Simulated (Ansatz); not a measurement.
## Short convergence ladders for MgSc (Pm-3m, 2 atoms in the cell)

```
CELL_PARAMETERS angstrom
      3.61443     0.00000     0.00000
      0.00000     3.61443     0.00000
      0.00000     0.00000     3.61443
ATOMIC_POSITIONS crystal
  Mg 0.00000 0.00000 0.00000
  Sc 0.50000 0.50000 0.50000
```

Base method: LDA (PW92), default PAW files made with PBE (plane waves; Ansatz, a quantum-chemistry and plane-wave program).

Base settings: basis.ecutwfc = 420 eV; kpoints.mp_grid.grid = 9 9 9; hamiltonian.xc = lda; hamiltonian.pseudopotentials = {kind: paw} (the program's default PAW files); scf.occupations.method = gaussian; scf.occupations.width = 0.1 eV.

**Zone-centre phonons against the cutoff**

In this ladder: phonons.method = dfpt.

The mesh stays at the base's, so the ladder's end is converged at best in this setting alone.

Frequencies are those of the unrelaxed cell, without the LO-TO term of polar crystals.

Only quantities that move along the ladder and can be compared are tabulated.

```csv
basis.ecutwfc,highest zone-centre frequency (cm⁻¹)
210 eV,232.3
250 eV,242.2
295 eV,240.2
355 eV,239.9
420 eV,240.0
505 eV,240.0
630 eV,239.9
```

Coarsest basis.ecutwfc that holds the highest zone-centre frequency within 2 cm⁻¹ of the last step, with all finer ones: 295 eV; the step before is off by 2.2 cm⁻¹.

**The force threshold of a relaxation**

On MgSc (P4mm, 2 atoms in the cell): one atom moved by 0.15 angstrom.

In this ladder: relax = atoms.

The mesh stays at the base's, so the ladder's end is converged at best in this setting alone.

Only quantities that move along the ladder and can be compared are tabulated.

| relax.f_tol | free energy less the last step's (meV/atom) | largest force left (eV/Å) | relaxation steps |
|---|---|---|---|
| 0.2 eV/Å | 2.77 | 0.1925 | 2 |
| 0.1 eV/Å | 0.00 | 0.0028 | 3 |
| 0.05 eV/Å | 0.00 | 0.0028 | 3 |
| 0.03 eV/Å | 0.00 | 0.0028 | 4 |
| 0.02 eV/Å | 0.00 | 0.0028 | 4 |
| 0.01 eV/Å | 0.00 | 0.0028 | 4 |
| 0.005 eV/Å | 0.00 | 0.0028 | 4 |
| 0.002 eV/Å | 0.00 | 0.0000 | 5 |
| 0.001 eV/Å | 0.00 | 0.0000 | 5 |

Coarsest relax.f_tol that holds the largest force left within 0.005 eV/Å of the last step, with all finer ones: 0.1 eV/Å; the step before is off by 0.19 eV/Å.

Coarsest relax.f_tol that holds the free energy within 1 meV/atom of the last step, with all finer ones: 0.1 eV/Å; the step before is off by 2.8 meV/atom.

On the base run: the starting cell comes from a database of computed structures (which also holds hypothetical and non-ambient phases and stackings), without a prior relaxation at this level. Its lattice was rescaled by up to half a per cent. In the base run, with a pressure of about -4 GPa the cell is away from its equilibrium volume at this level.

Keys are those of Ansatz 0.2.
